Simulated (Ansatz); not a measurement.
# A computed series for Ti3Al: pressure series

Consider Ti3Al (space group P6_3/mmc, No. 194).

```
Ti3Al
1.0
    5.74737     0.00000     0.00000
   -2.87369     4.97737     0.00000
    0.00000     0.00000     4.63190
Ti Al
6 2
Direct
  0.82982   0.65964   0.25000
  0.17018   0.82982   0.75000
  0.34036   0.17018   0.25000
  0.17018   0.34036   0.75000
  0.82982   0.17018   0.25000
  0.65964   0.82982   0.75000
  0.33333   0.66667   0.25000
  0.66667   0.33333   0.75000
```

Cell and atoms are relaxed at each pressure.

The values are results of r2SCAN (Ansatz, an electronic-structure program), spin-orbit coupling left out, earlier PAW set, not measurements.

| pressure (GPa) | volume per atom (Å³/atom) |
|---|---|
| -2 | 16.847 |
| -1 | 16.702 |
| 0 | 16.563 |
| 1.8 | 16.325 |
| 4.2 | 16.030 |
| 9 | ? |
| 18 | 14.690 |
| 30 | 13.832 |
| 60 | 12.320 |

Q: Fit the third-order Birch–Murnaghan form P(V) = (3B₀/2)[(V₀/V)^(7/3) − (V₀/V)^(5/3)]·[1 + (3/4)(B₀′ − 4)((V₀/V)^(2/3) − 1)] (squares taken in P) to the rows shown and predict the withheld row.

A: Least squares on the printed values gives V₀ = 16.563 Å³/atom, B₀ = 122 GPa, B₀′ = 3.5; this predicts 15.506 Å³/atom, and the run gives 15.505 Å³/atom, in agreement.

Load acts through the strain it causes; cell and atoms are relaxed under it. Whether these cells are dynamically stable was not tested. Competing high-pressure phases were not computed. All final runs are without spin polarisation.
